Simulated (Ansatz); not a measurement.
Consider ZnS in the wurtzite structure (space group P6_3mc, No. 186; a = 3.738 Å, c = 6.143 Å). Axes: x lies along a and z along c of the hexagonal cell.

Level of theory: LDA, PAW, 420 eV (Ansatz, a quantum-chemistry and plane-wave program; no spin-orbit coupling).

Before the change:

```
Quantity                             Result
---------------------  --------------------
Pressure                           0.0 kbar
Valence-band top at Γ  0.00, 0.00, -0.10 eV
```

Perturbation: the cell is compressed by 3.00 % along x with no lateral relaxation, atoms relaxed at fixed cell.

What happens to the hole mass, pressure and valence-band top at Γ?

The hole mass is 0.17 mₑ along x, 1.5 mₑ across (at Γ); the pressure (mean of the normal stresses, compression positive) goes from zero to 27.2 kbar; the valence-band top at Γ (three highest levels, from the VBM) changes from 0.00, 0.00, -0.10 eV to 0.00, -0.15, -0.28 eV.

The levels and masses belong to the bands next to the band gap. The cells carry an imposed strain or load. Effective masses come from finite differences of ±0.01 Å⁻¹. Stability against distortions was not tested.
